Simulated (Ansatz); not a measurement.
Reference: KTaO₃ (Pm-3m), PBEsol with spin-orbit coupling, rigid bands (plane waves, PAW; Ansatz, an electronic-structure program); axes and stresses refer to this cell.

```
CELL_PARAMETERS angstrom
      3.98530     0.00000     0.00000
      0.00000     3.98530     0.00000
      0.00000     0.00000     3.98530
ATOMIC_POSITIONS crystal
  K  0.50000 0.50000 0.50000
  Ta 0.00000 0.00000 0.00000
  O  0.00000 0.50000 0.00000
  O  0.50000 0.00000 0.00000
  O  0.00000 0.00000 0.50000
```

- Seebeck coefficient, n-type 1e19 cm⁻³: -274 μV/K
- hole conductivity mass: 2.1 mₑ
- electron conductivity mass: 0.45 mₑ

Problem. Change: hydrostatic pressure 10 GPa. What happens to Seebeck coefficient, n-type 1e19 cm⁻³, hole conductivity mass, electron conductivity mass?

Solution. Seebeck coefficient, n-type 1e19 cm⁻³ moves little, to -270 μV/K; hole conductivity mass decreases to 1.98 mₑ; electron conductivity mass decreases to 0.44 mₑ.

Masses are for dilute carriers at 300 K, harmonic means over directions unless an axis is named. Seebeck coefficients are for the stated density at 300 K, with one relaxation time for all states and whether or not that doping can be reached. Stresses and pressures are the targets of the relaxation.  The structure type is held under load, also where the real crystal would transform.
